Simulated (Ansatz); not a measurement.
Abridged Ansatz (a quantum-chemistry and plane-wave program) output:

```
Relaxation: its limit of steps is 50 (relax.max_steps)
Pseudopotential: Zr, paw, valence charge 12
Crystal: 2 atoms, lattice volume = 43.585 Å³
Basis set: ecut = 420 eV, 845 PW (Γ), exchange–correlation on 48×48×72 points (8 copies of the dense FFT grid, shifted against one another)
Bands: 16, of which v1, the nominal top of the filled ones, is band 12 counted from 1 (11 counted from 0)
Symmetry: 4 space group operations
k-points: 1397 of 5292
Functional: x = slater, c = lda
SCF iter   1: F=—  HF=-8154.960870 eV  |F-HF|=—  |Δ(HF+E_count)|=         —  Δρ=5.59e-3  dr2=3.99e-3  ethr=1.77e-3  ⟨swp⟩=4.8  Hψ=95130  notcnv=0
SCF iter   2: F=—  HF=-8154.959907 eV  |F-HF|=—  |Δ(HF+E_count)|=   9.63e-4  Δρ=3.19e-3  dr2=1.41e-3  ethr=1.66e-5  ⟨swp⟩=2.1  Hψ=45203  notcnv=0
SCF 1 converged in 8 iterations: F = -8154.959970 eV  dr2 = 1.32e-12
relax step   1: F+E_penalty+E_count = -8154.95997019 eV  Δ(F+E_penalty+E_count) = +0.000e0 eV  max|allowed force component| = 2.519e-3 eV/Å  Δτ_max = 0.0000 Å  (8 SCF iters, accepted)
SCF converged after 8 iterations
Free energy (F): -8154.959970 eV
Internal energy: -8154.890379 eV  (E = F + TS)
E sigma→0 (E₀):  -8154.925175 eV
Entropy (-TS):   -0.069591 eV (-34.796 meV/atom)
Fermi energy:    14.791564 eV
--- Forces (eV/Å), atoms counted from 1 ---
  atom   1  Zr     0.00000000    -0.00251940    -0.00000000
  atom   2  Zr     0.00000000     0.00251940     0.00000000
--- Stress (GPa, compression-positive) ---
        0.020585       0.000000      -0.412318
        0.000000      -0.044957      -0.000000
       -0.412318      -0.000000       0.004855
  P = ⅓ Tr σ = -0.0065 GPa (-0.065 kbar)
--- Relaxed structure (1 steps of the walk, 1 accepted, 0 SCFs on fresh bases) ---
  atoms:
    - { symbol: Zr, position: [0.66666666665, 0.33333333330000003, 0.7500000000000001] }
    - { symbol: Zr, position: [0.3333333333499999, 0.6666666667000001, 0.25] }
```

Problem. What was computed, and what are the main results?

Solution. Zr, 2 atoms in the cell, with Ansatz LDA, no spin-orbit coupling. The last SCF converged to F = -8154.959970 eV, or -4077.4800 eV per atom, at a pressure of -0.01 GPa. The total energy compares only with runs of the same code, potentials and settings.

The cells carry an imposed strain or load. Stability against distortions was not tested. The final runs are not spin-polarised. The cell was made from Zr in the hcp (Mg type) structure (space group P6_3/mmc, No. 194) by this change: tensor shear ε_xz = +1.14 %.

Keys are those of Ansatz 0.2.
